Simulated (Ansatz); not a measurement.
Data:

```xyz
3
Lattice="3.5583 0.0000 0.0000 0.0000 3.5583 0.0000 1.7791 -1.7791 2.5161" Properties=species:S:1:pos:R:3 pbc="T T T"
Hf     0.0000     0.0000     0.0000
O      1.7791     0.0000     1.2580
O      3.5583     1.7791     1.2580
```

Space group of this cell: Fm-3m, fluorite. The cell is taken as given; by r2SCAN its mean pressure is 4.4 GPa.

All values below come from r2SCAN (plane waves, PAW; Ansatz, a first-principles code).

The current runs along the normal of the first two printed vectors; no spin-orbit coupling. Scaled by the factor s: all lengths (ions clamped). The meshes follow the cell: 12×12×12 and 10×10 across at s = 0.98, 12×12×12 and 8×8 across at s = 1.00, 12×12×12 and 8×8 across at s = 1.02.

```
s     mean pressure (GPa)  band gap (eV)
----  -------------------  -------------
0.98                 24.2              ?
1.00                  4.4           4.34
1.02                -10.8           4.18
```

Take the slope of the band gap against ln s from the two given rows, extrapolate to s = 0.98, and say what the run there gives.

Slope = (4.18 − 4.34) / ln 1.02 = -8.08 eV. The line gives 4.34 + (-8.08) × ln 0.98 = 4.50 eV. The run gives 4.50 eV, as the line does.
